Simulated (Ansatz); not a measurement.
OH on the 1x1 (111) surface of fcc Ni, ferromagnetic, one in a 2x2 cell: adsorption energies (eV for each) against H2O(g) − ½ H2(g) in Ansatz (plane waves, PAW). Structures relaxed with PBE; the other functionals are single points on them, with slab and gas at the same level. No dispersion, zero-point or thermal terms. Rows are starts at which the adsorbate stayed; left out, since it moved away, changed or didn't bind there, or the run didn't converge: top Ni.

Model: 18-atom slab, 6.0 Å thick at the start under the adsorbate (thin: gaps and levels are the slab's own), 7x7x1 mesh, Fermi-Dirac 0.1 eV, dipole correction, 8 atoms held, the rest relaxed; each run with such symmetry as its start has; spin-polarised, no spin-orbit, no U, no dispersion correction.

| site | PBE | RPBE |
|---|---|---|
| hollow Ni-Ni-Ni over Ni at depth 2.0 Å | 0.08 | ? |
| hollow Ni-Ni-Ni over Ni at depth 4.0 Å | -0.04 | ? |
| bridge Ni-Ni (span 2.5 Å) | 0.08 | ? |

Question: Complete the blanks.

Answer: 
- hollow Ni-Ni-Ni over Ni at depth 2.0 Å, RPBE: 0.32
- hollow Ni-Ni-Ni over Ni at depth 4.0 Å, RPBE: 0.22
- bridge Ni-Ni (span 2.5 Å), RPBE: 0.29

RPBE moves the energies by 0.24 eV on average against PBE and puts 'hollow Ni-Ni-Ni over Ni at depth 4.0 Å' lowest, as PBE does.

Ansatz is an electronic-structure program.
